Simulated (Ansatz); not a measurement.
Cell and atoms of amorphous Ca$_{24}$Al$_{28}$O$_{64}$:

```xyz
116
Lattice="11.3837 0.0395 -0.0896 0.0395 11.4501 -0.1280 -0.0896 -0.1280 12.0527" Properties=species:S:1:pos:R:3 pbc="T T T"
Ca     6.5985     4.4709     5.0501
Ca     4.4644     9.8838     3.3030
Ca     7.8074     8.1549     9.0957
Ca     7.2773     7.1491     2.6427
Ca     8.6922     3.2499    11.3806
Ca     8.8195     0.9690     8.9116
Ca     3.2687     4.0525    10.3081
Ca     5.3018     6.1809     7.3397
Ca     8.6328     2.0700     5.8660
Ca    10.6332     0.6546     0.7091
Ca     0.8050     5.7999     1.9926
Ca    10.0798     8.8880     3.3109
Ca     0.7757     3.3638     7.5370
Ca     6.5624     8.9737     5.5348
Ca     3.9425     7.3487     0.9981
Ca     1.4344    10.3774     7.4182
Ca     0.7309     7.1317     5.3085
Ca     1.6224     0.0846     2.9339
Ca     5.2610     1.6282     3.3793
Ca    10.8828     6.4256     9.1253
Ca     2.5554     3.7836     3.9199
Ca     2.9801    10.8530    11.6467
Ca     5.7155     1.6166    11.8586
Ca     7.9137    11.2674     3.5722
Al     5.5964     0.9593     6.4132
Al     9.9802     9.8520     6.7804
Al     8.5649     4.3778     7.7772
Al     5.1578     4.3869     1.6755
Al    10.9365     2.9135     3.1720
Al     8.6455     6.9805     6.3820
Al     2.3590     2.4623     1.0666
Al     4.0117     3.5730     6.6731
Al     9.1109     6.2752    11.8487
Al     6.0111     5.1753    10.9681
Al     2.7641     1.0166     5.6425
Al     6.3451     2.9660     8.6340
Al     1.2204     1.5707    10.3053
Al     5.8203    10.4597     9.6726
Al     1.7886     7.6342    10.8223
Al     9.5814     5.1420     4.4516
Al     8.0074    10.8640    11.1844
Al     6.4518     9.9807     1.0383
Al    11.1716    10.1468     9.9446
Al     0.2763     3.8005    11.3164
Al     1.1862     8.6938     1.6699
Al     9.6790     8.9589     0.1657
Al    10.9044     0.4132     4.9316
Al     4.3913     7.8262     9.5137
Al     2.3279     6.1174     8.1970
Al     8.0312     3.2657     2.5693
Al     4.2176     6.2998     4.1468
Al     3.6251     1.0831     8.5489
O      6.8450     1.3914     7.6483
O      8.2105     9.9590     0.6664
O      0.9955    11.2458    10.6294
O      3.4045     7.5138     8.0653
O      9.6183     2.7077     1.9357
O      1.8869     6.1075     9.9488
O      5.4836     6.4205     9.8014
O      2.6598     9.6758     1.7924
O      4.4482     0.1237     9.7572
O      6.5987     3.2957     1.4581
O      6.2258    11.2280     5.1311
O     10.5697     2.1417     4.7253
O     10.3906     5.0887    11.3997
O      6.6305     4.3224     7.4784
O      1.8674     1.1336     8.6256
O      8.8600     6.1934     8.0147
O      4.8211     5.3229     0.1905
O      8.2678     4.9154     3.2577
O      7.6261     5.3834    11.6288
O      9.5471    11.3041     5.7983
O     10.7174    11.1832     3.1904
O      8.8212     4.3763     5.8904
O      9.2980     7.6917    10.7650
O      2.4956     2.7659     6.0073
O      4.3236     5.0599     5.4944
O      1.6141     7.4061     0.4889
O      7.8568     9.0482     3.7097
O      0.8335     5.9064     7.3126
O      0.0444     9.0808     6.1873
O      1.1054     3.4391     9.7720
O      8.1527     3.1834     9.1584
O      4.5345     2.5563     8.2119
O      6.0522    11.2943     2.1213
O      9.3337     7.4241     1.2536
O      6.9749     6.7454     5.8790
O      3.4347     0.5065     4.1079
O      3.3675     4.7281     7.9522
O     11.1435     9.5783     0.9721
O     11.1073     4.6462     3.6656
O      1.5713     4.0826     0.5459
O      7.9620     1.1492    11.4824
O      0.6475     7.8470     3.1118
O      1.1660     2.3954     2.7086
O      8.6283     8.7103     6.9680
O      0.5552     8.5194     9.9301
O     10.9791     2.1622    11.1990
O      1.1774     0.2163     5.6706
O      5.7697     3.4862    10.3620
O      4.6254     7.9714     4.5028
O      9.7696    10.3877    10.9983
O      5.1333     2.5100     5.5931
O     10.5992    10.5897     8.3124
O      3.4206     8.3936    10.8893
O      3.8759     0.3085     6.9159
O      5.9936    10.5598    11.4775
O      7.4904     2.2403     3.9001
O      5.4388     5.5780     2.9765
O      2.7940     1.9075    11.3010
O      5.6054     8.9266     8.8787
O      5.7062     8.5016     1.5217
O      3.8813     3.1704     2.0311
O      9.8016     6.8102     5.0193
O      7.5883    10.5479     9.4602
O      2.6801     5.9305     3.3517
```

All values below come from PBE, scalar-relativistic without spin-orbit coupling (plane waves to 420 eV, PAW; Ansatz, a first-principles code).

Preparation: random packing, a CHGNet melt and quench, and a DFT relaxation. O atoms were pushed apart under 1.9 Å during the dynamics, to hinder bonds among them. The hot cell started wider than the set density and was brought back towards it in steps. It is the lowest in DFT energy of 3 quenches. It is a model cell: composition and starting density were chosen by hand, and all elements were melted together. No dispersion term was used. Its density started from a set value of 3.19 and ended at 2.90 g/cm³. The quench (nominally 230 K/ps over its main leg) was far faster than any real one, so the model tends to hold more defects than a real film. Values belong to this one cell and scatter from quench to quench. Volume and shape were free in the relaxation.

Cut-offs for bonds: Ca-Ca 3.87 Å, Ca-Al 3.27 Å, Ca-O 3.12 Å, Al-Al 2.66 Å, Al-O 2.20 Å, O-O 1.58 Å. Two cations that share two anions don't count as bonded, nor two that share one unless they lie closer than Ca-Ca 3.77 Å, Ca-Al 3.18 Å, Al-Al 2.59 Å.

Give the coordination numbers, mean bond lengths and angles.


```
Item                                                                                                                     Result
---------------------------------  --------------------------------------------------------------------------------------------
Mean coordination of Ca by anions  6.08 (9 with 5, 7 with 6, 5 with 7, 3 with 8); 20 close contacts or bonds to cations besides
Mean coordination of Al by anions                      4.18 (23 with 4, 5 with 5); 4 close contacts or bonds to cations besides
Mean coordination of O                                                                    4.11 (7 with 3, 43 with 4, 14 with 5)
Mean Ca-O bond                                                                            2.509 Å (spread 0.236 Å, 146 counted)
Mean Al-O bond                                                                            1.815 Å (spread 0.064 Å, 117 counted)
Mean Ca-Ca close contact                                                                    3.488 Å (spread 0.156 Å, 8 counted)
Mean Ca-Al close contact                                                                    3.077 Å (spread 0.046 Å, 4 counted)
Bond angle at Ca                                                                                       mean 99.7°, spread 31.4°
Bond angle at Al                                                                                      mean 107.4°, spread 18.6°
Bond angle at O                                                                                       mean 108.0°, spread 22.1°
```

List the pairs of like atoms that count as bonded by the rules above.

Ca3-Ca8 (3.64 Å), Ca4-Ca14 (3.49 Å), Ca6-Ca9 (3.24 Å), Ca8-Ca14 (3.56 Å), Ca10-Ca18 (3.24 Å), Ca13-Ca20 (3.69 Å), Ca18-Ca22 (3.55 Å), Ca19-Ca21 (3.50 Å).
